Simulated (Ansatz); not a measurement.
# Short convergence ladders for a (110) slab of LaP (cut from a parent of space group no. 225; 8 atoms in the cell)

```yaml
crystal:
  lattice:
    - [6.04830, 0.00000, 0.00000]
    - [0.00000, 4.27679, 0.00000]
    - [0.00000, 0.00000, 20.41519]
  atoms:
    - { symbol: La, position: [0.00000, 0.25000, 0.44763] }
    - { symbol: La, position: [0.50000, 0.75000, 0.34288] }
    - { symbol: La, position: [0.00000, 0.25000, 0.65712] }
    - { symbol: La, position: [0.50000, 0.75000, 0.55237] }
    - { symbol: P, position: [0.00000, 0.75000, 0.34288] }
    - { symbol: P, position: [0.50000, 0.25000, 0.44763] }
    - { symbol: P, position: [0.00000, 0.75000, 0.55237] }
    - { symbol: P, position: [0.50000, 0.25000, 0.65712] }
```

Base method: LDA (PW92), default PAW files made with PBE (plane waves; Ansatz, a first-principles code).

Base settings: basis.ecutwfc = 420 eV; kpoints.mp_grid.grid = 5 7 1; hamiltonian.xc = lda; hamiltonian.pseudopotentials = {kind: paw} (the program's default PAW files); scf.occupations.method = fermi_dirac; scf.occupations.width = 0.1 eV.

The count of work is k-points × plane waves × bands × iterations; it is no time. Core times come from one kind of shared machine, to one figure; runs under 30 s give none.

**The vacuum**

The mesh stays at the base's, so the ladder's end is converged at best in this setting alone.

Only quantities that move along the ladder and can be compared are tabulated.

```csv
vacuum between outermost atoms (Å),free energy less the last step's (meV/atom),largest difference of a force vector from the last step's (eV/Å),count of work / last
3.0,-359.07,1.786,0.26
4.0,-141.32,0.906,0.33
5.0,-47.63,0.336,0.36
6.0,-15.22,0.108,0.39
7.0,-4.85,0.032,0.42
8.0,-1.58,0.009,0.40
10.0,-0.18,0.000,0.45
12.0,-0.02,0.001,0.51
14.0,-0.01,0.001,0.56
17.0,0.00,0.001,0.64
20.0,0.00,0.001,0.83
25.0,-0.02,0.000,0.86
30.0,0.00,0.000,1.0
```

Smallest vacuum between outermost atoms (Å) that holds the free energy within 0.5 meV/atom of the last step, with all finer ones: 10.0, at 0.45 of the last step's count of work; the step before is off by 1.6 meV/atom.

Smallest vacuum between outermost atoms (Å) that holds the forces within 0.005 eV/Å of the last step, with all finer ones: 10.0, at 0.45 of the last step's count of work; the step before is off by 0.009 eV/Å.

**The plane-wave cutoff**

The mesh stays at the base's, so the ladder's end is converged at best in this setting alone.

Only quantities that move along the ladder and can be compared are tabulated.

```tsv
basis.ecutwfc	free energy less the last step's (meV/atom)	largest difference of a force vector from the last step's (eV/Å)	count of work / last	core time / last (rough)
210 eV	650.35	0.060	0.14	–
250 eV	223.29	0.011	0.19	–
295 eV	54.95	0.005	0.21	–
355 eV	5.52	0.001	0.32	–
420 eV	0.65	0.000	0.35	–
505 eV	0.24	0.000	0.47	0.5
630 eV	0.05	0.000	0.65	0.6
840 eV	0.00	0.000	1.0	1
```

Coarsest basis.ecutwfc that holds the free energy within 2 meV/atom of the last step, with all finer ones: 420 eV, at 0.35 of the last step's count of work; the step before is off by 5.5 meV/atom.

Coarsest basis.ecutwfc that holds the forces within 0.02 eV/Å of the last step, with all finer ones: 250 eV, at 0.19 of the last step's count of work; the step before is off by 0.060 eV/Å.

On the base run: the starting cell comes from a database of computed structures (which also holds hypothetical and non-ambient phases and stackings), without a prior relaxation at this level. The slab is cut from that crystal, and its faces are unrelaxed. Its lattice was rescaled by up to half a per cent. Spin polarisation is off, though cut faces can carry moments. In the base run, forces exceed 1 eV/Å.

Keys are those of Ansatz 0.2.
